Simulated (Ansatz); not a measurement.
Base system: MoS₂ in the 3R-MoS2 type structure (space group R3m, No. 160; a = 3.153 Å, c = 17.991 Å (hexagonal axes); layered, stacked along the Cartesian z axis).

(Cell as relaxed with PBE-D3(BJ).)

Levels (all Ansatz, a quantum-chemistry and plane-wave program, PAW): PBE-D3(BJ) (420 eV, scalar-relativistic without spin-orbit coupling); r2SCAN+rVV10 (500 eV, without spin-orbit coupling).

Each level relaxes its own structure.

| base | PBE-D3(BJ) | r2SCAN+rVV10 |
|---|---|---|
| volume per atom | 17.21 Å³ | 18.03 Å³ |
| lattice parameter a | 3.153 Å | 3.175 Å |
| band gap | 0.77 eV | 1.02 eV |

The change: the cell is scaled by 0.9747 in all directions; the atoms relax in the strained cell.

```csv
quantity,PBE-D3(BJ),r2SCAN+rVV10
shift of the gap caused by the change,-0.18 eV,___
largest internal atomic displacement,0.060 Å,___
band gap,0.58 eV,___
"pressure (mean of the normal stresses, compression positive)",70.4 kbar,___
hole mass,"1.0 mₑ along k, 0.58 mₑ across (at T)",___
```

What does r2SCAN+rVV10 give?


- shift of the gap caused by the change, r2SCAN+rVV10: -0.12 eV
- largest internal atomic displacement, r2SCAN+rVV10: 0.061 Å
- band gap, r2SCAN+rVV10: 0.91 eV
- pressure (mean of the normal stresses, compression positive), r2SCAN+rVV10: 68.7 kbar
- hole mass, r2SCAN+rVV10: 0.80 mₑ along k, 0.72 mₑ across (at T)

PBE-D3(BJ)'s shift of the gap caused by the change lies 0.067 eV below r2SCAN+rVV10's; PBE-D3(BJ)'s band gap lies 0.33 eV below r2SCAN+rVV10's; PBE-D3(BJ)'s pressure lies 1.65 kbar above r2SCAN+rVV10's. Neither level is exact; r2SCAN+rVV10 is the comparison here, not a measurement.

Effective masses come from finite differences of ±0.01 Å⁻¹. Along k means along the line from Γ to the band edge. Whether these cells are dynamically stable was not tested.
